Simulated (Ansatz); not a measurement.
The starting structures come from a database of crystals and need not be the phases stable at ambient conditions.

 Where the default PAW files enter, the runs use the earlier of Ansatz's two default sets.

By PBEsol, the system below comes out a metal.

Crystal: BaSi₂ (P6/mmm, not sure to be the ambient phase, 3 atoms a cell, 25.2 Å³ an atom, -2 GPa at this level); planes in its conventional cell.

Level of theory: PBEsol (plane waves, PAW; Ansatz, a first-principles code).

G/A = (e²/h) × open channels of both spins per area, as a mean over 0.1 eV about the Fermi level, without spin-orbit coupling, for the cells as given.

```csv
plane,area (Å²),G/A (10¹⁵ S/m²)
(110),36.7,0.72
(111),39.5,[?]
(001),14.7,[?]
(100),21.2,[?]
```

### Question
Fill in the missing entries.

### Answer

- (111), G/A (10¹⁵ S/m²): 0.67
- (001), G/A (10¹⁵ S/m²): 0.33
- (100), G/A (10¹⁵ S/m²): 0.71
